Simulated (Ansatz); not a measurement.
This concerns the energy of the reaction as written. Reaction: 1/2 cell B → cell A. Negative: the products are lower in energy.

Cell A: a sheet of composition Sb, 1 atom, hexagonal cell of 3.13 Å (8.5 Å²), symmetry P6/mmm, 0.0 Å thick under 16 Å of vacuum, in-plane vectors relaxed; planes from bottom to top: Sb; a model cell; spin state with PBE: no moments, k-point mesh 12×12×1.
```yaml
crystal:
  lattice:
    - [3.13190, 0.00000, 0.00000]
    - [-1.56595, 2.71231, 0.00000]
    - [0.00000, 0.00000, 16.00000]
  atoms:
    - { symbol: Sb, position: [0.00000, 0.00000, 0.50000] }
```

Cell B: a sheet of composition Sb2, 2 atoms, hexagonal cell of 4.12 Å (14.7 Å²), symmetry P-3m1, 1.6 Å thick under 16 Å of vacuum, in-plane vectors relaxed; planes from bottom to top: Sb × 2; a model cell; spin state with PBE: run without spin, k-point mesh 12×12×1.
```
Sb
1.0
    4.12248     0.00000     0.00000
   -2.06124     3.57017     0.00000
    0.00000     0.00000    17.65000
Sb
2
Direct
  0.33333   0.66667   0.54629
  0.66667   0.33333   0.45371
```

All numbers come from Ansatz (a program for electronic structure), plane waves with PAW, its PAW set soft_1, cutoff 420 eV, 500 eV for r2SCAN. The structures are at rest with PBE; other levels are single points on them. Neutral cells; Fermi-Dirac smearing of at most 0.05 eV in the solids, energies taken to zero width. The lattices are those relaxed with PBE, so at other levels the solids can be strained, which adds to the spread. A dispersion term (D3(BJ), or D4 for r2SCAN) was computed beside these levels and is taken off wherever the name lacks it. Static lattices, no vibrational contributions. The runs are scalar-relativistic, without spin-orbit coupling. The cells' k-point meshes differ in density, so the last digit is unsettled. Cell A has symmetry P6/mmm and got no random move, so less symmetric positions, which may lie lower, weren't tried. Cell B has symmetry P-3m1 and got no random move, so less symmetric positions, which may lie lower, weren't tried.

What value does r2SCAN give?

0.74 eV, for 1/2 cell B → cell A.

How does the value move with the functional?


| Functional | value (eV) | less r2SCAN |
|---|---|---|
| PBE | 0.60 | -0.14 |

The levels span 0.14 eV, from PBE (0.60) to r2SCAN (0.74).
